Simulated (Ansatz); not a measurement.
Ansatz (an electronic-structure program) runs on several systems. Levels: (1) DFT, r2SCAN, plane waves, its default PAW files; (2) DFT, PBEsol, plane waves, its default PAW files; (3) DFT, LDA, plane waves, its default PAW files. Common settings: task = single point, kind of files = paw, scf.occupations.method = fermi_dirac, scf.occupations.width = 0.05 eV, output.forces = true, binding of workers (--pin) = off, k-point pools (--kpoint-pools) = 1, memory maximum (--max-ram) = 8GiB, accuracy = medium (default), basis.precision = auto (default), scf.eigensolver.kind = auto (default), scf.mixing.algorithm = auto (default), scf.mixing.preconditioner = auto (default), scf.lower_state_search = light (default).

One run each, counts alone. The counts of a restarted run leave out the earlier run.

```csv
no.,system,kind,level,kpoints.mp_grid.grid,hamiltonian.xc,magnetization.spin_polarized,cell edges (Å),k-points after symmetry,bands at the start,electrons,layout,SCF iterations
1,"GaAsO4 (from the phase in space group 152, mp-3996) (O12Ga3As3), 18 atoms","compound, bulk",(1),4×4×2,r2scan,not set,5.0×5.0×11.5,8,96,156,4 threads,7
2,"WS2, atoms displaced (from the phase in space group 194, mp-224) (S4W2), 6 atoms, spin-polarised from a ferromagnetic start (2 μB on W), ending non-magnetic","compound, long cell, spin-polarised",(1),6×6×2,r2scan,true,3.2×3.2×13.0,40,34,52,4 threads,24
3,"CsRb2MoF6 (from the phase in space group 225, mp-1111457) (F6Rb2MoCs), 10 atoms, spin-polarised from a ferromagnetic start (2 μB on Mo)","compound, bulk, spin-polarised",(2),4×4×4,pbesol,true,6.9×6.9×6.9,8,53,83,4 threads,12
4,"SiS2, long cell, atoms displaced (from the phase in space group 72, mp-1602) (Si12S24), 36 atoms","compound, long cell",(2),4×4×1,pbesol,not set,6.3×6.3×38.0,10,132,192,4 threads,7
5,"PtI3 (from the phase in space group 15, mp-28268) (I12Pt4), 16 atoms","compound, bulk",(1),4×4×2,r2scan,not set,7.0×7.0×13.4,14,154,276,4 threads,8
6,"BaNiF4, atoms displaced (from the phase in space group 36, mp-555321) (F8Ni2Ba2), 12 atoms, spin-polarised from a ferromagnetic start (2 μB on Ni)","compound, bulk, spin-polarised",(3),4×4×4,lda,true,7.5×7.5×5.8,36,70,112,4 threads,30
7,"LaBiS2O, atoms displaced (from the phase in space group 129, mp-1078397) (O2S4La2Bi2), 10 atoms","compound, long cell",(3),6×6×2,lda,not set,4.1×4.1×14.2,40,54,88,4 threads,8
```

Changes, each made alone in every run:
A. checkpoint.density_extrapolation: not set → follow_atoms; checkpoint.read: not set → first.ck; earlier_run: none (default) → first_atom_moved_ang=0.1 orbitals_saved=false

Q: For which of these systems does each change cut the SCF iterations by over a quarter (and by three or more), and for which does it raise them so?

A: 
- A helps for 2, 3, 6 and costs for no system; within the bar: 1, 4, 5, 7.

| no. | before | A (ratio) |
|---|---|---|
| 1 | 7 | 6 (0.86) |
| 2 | 24 | 16 (0.67) |
| 3 | 12 | 6 (0.50) |
| 4 | 7 | 7 (1.0) |
| 5 | 8 | 7 (0.88) |
| 6 | 30 | 9 (0.30) |
| 7 | 8 | 8 (1.0) |

Pairs with a ratio agree in their result (bars such as 1.0 meV/atom in energy, 10 meV/Å in forces (largest component), 0.020 μB/atom in magnetization, 0.020 μB/atom in absolute magnetization).

Keys are those of Ansatz 0.2.
